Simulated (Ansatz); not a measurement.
Consider the following.

```
SiC
1.0
    0.00000     2.15638     2.15638
    2.15638     0.00000     2.15638
    2.15638     2.15638     0.00000
Si C
1 1
Direct
  0.00000   0.00000   0.00000
  0.25000   0.25000   0.25000
```

No spin polarisation.

Calculations: Kohn–Sham DFT with the r2SCAN functional, run in Ansatz (a program for electronic structure) with PAW and 500 eV plane waves, spin-orbit coupling left out. Γ-centred 13×13×13 mesh, Fermi–Dirac width 0.05 eV.

Problem. Predict the electron mass, band gap and pressure.

Solution. The electron mass is 0.63 mₑ along k, 0.22 mₑ across (at X). The band gap is 1.69 eV and the pressure is 7.26 GPa.

The cells carry an imposed strain or load. Masses are band curvatures over ±0.01 Å⁻¹ around the edge. Along k means along the line from Γ to the band edge. No phonon test of stability was made. The cell was made from SiC in the zinc blende structure (space group F-43m, No. 216) by this change: isotropic strain −1.00 %.
